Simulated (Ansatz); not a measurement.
Cost and result by functional for the surface energy of the (210) surface of fcc Pb in its 1x1 cell, outermost plane spacing 1.13 Å in the ideal cut, in Ansatz (plane waves, PAW). Single points on the PBE structure, on one kind of machine; costs are rough ratios of the slab run's core time (references not counted) to the cheapest single point. r2SCAN's cost holds its higher cutoff (500 against 420 eV). Differences are taken against r2SCAN for comparison alone: no measured value is at hand, so the table doesn't rank accuracy.

Model: 10-atom slab, 10.1 Å thick at the start (thin: gaps and levels are the slab's own), 8x7x1 mesh, Fermi-Dirac 0.1 eV, dipole correction, all atoms relaxed; held to the part of the start's symmetry that mesh and held atoms allow; no spin, no spin-orbit, no U. These notes are the PBE run's.

| functional | relative cost | surface energy (J/m²) | less r2SCAN (J/m²) |
|---|---|---|---|
| PBEsol | 1 | 0.48 | 0.09 |
| LDA | 1 | 0.53 | 0.15 |
| RPBE | 1 | 0.26 | -0.12 |
| r2SCAN | 2 | 0.38 | 0.00 |
| PBE (the relaxed run's value) | – | 0.36 | -0.02 |

The values span 0.27 J/m², while the single points' costs differ by a factor of roughly 2. Differences are of unrounded values.

Ansatz is an electronic-structure program.
